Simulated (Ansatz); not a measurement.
Start from SnO in the litharge type structure (space group P4/nmm, No. 129; a = 3.7927 Å, c = 4.7644 Å; layered, stacked along the Cartesian z axis).

All numbers come from r2SCAN+rVV10 in Ansatz (plane waves to 500 eV, PAW, no SOC), earlier PAW set.

For the base:

The band gap is zero. The shortest interatomic distance is 4.188 bohr.

Perturbation: a free-standing slab of 1 layer (4 atoms, 4 a layer) is cut normal to the stacking axis, with 15 Å of vacuum and the in-plane cell relaxed.

### Question
Estimate the effect on the gap character.

### Answer
The gap character comes out as indirect, k = (0.222, 0.222, 0) in the run's primitive reciprocal basis → M–Γ (27 % along).

### Question
What happens to the band gap?

### Answer
The band gap becomes 3.42 eV (base: zero).

### Question
What happens to the excess energy per area of both faces?

### Answer
The excess energy per area of both faces (slab less bulk energy over the cell's area: twice a surface energy) amounts to 0.50 J/m² (uncertain by up to 0.05 J/m²).

### Question
What happens to the thickness between the outermost nuclei?

### Answer
The thickness between the outermost nuclei amounts to 2.35 Å.

### Question
Estimate the effect on the shortest interatomic distance.

### Answer
The shortest interatomic distance hardly moves (4.188 bohr against 4.185 bohr).

Slab and bulk use different k-meshes, which limits the precision of the excess energy. Whether these cells are dynamically stable was not tested. All final runs are without spin polarisation. A zero or small gap of SnO can be the functional's error rather than a property of the material.

Ansatz is an electronic-structure program.
